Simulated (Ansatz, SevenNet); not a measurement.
# Ladder of methods for the lattice constant a of hexagonal WC

Reference value: 2.906 Å (measured, 300 K, no zero-point or thermal correction; as tabulated in Wikipedia's data pages).

```tsv
level (code)	value (Å)	difference (%)
SevenNet-0	2.928	+0.76
PBE (Ansatz)	2.922	+0.55
r²SCAN-D4 (Ansatz)	2.907	+0.03
PBE0 (Ansatz)	2.899	-0.24
Hartree–Fock (Ansatz)	2.915	+0.31
```

The reference is not for a static lattice or low temperature, so close values are not ranked against it.

The reference isn't brought to a static lattice, while the calculations are for one, so the differences are not the levels' errors alone.  Density-functional levels without +SOC have no spin–orbit coupling. PBE0, Hartree–Fock: the run has no spin polarisation, so it can have missed a magnetic state. Cutoffs and k meshes differ between the levels. Ansatz's density-functional and Hartree–Fock values are scalar-relativistic unless marked +SOC, with PAW data made under PBE.

Machine-learned potentials (SevenNet-0) are trained on DFT data: a solid inside that data is no test of them.

Differences are worked out from the printed values.

Ansatz is a first-principles code.
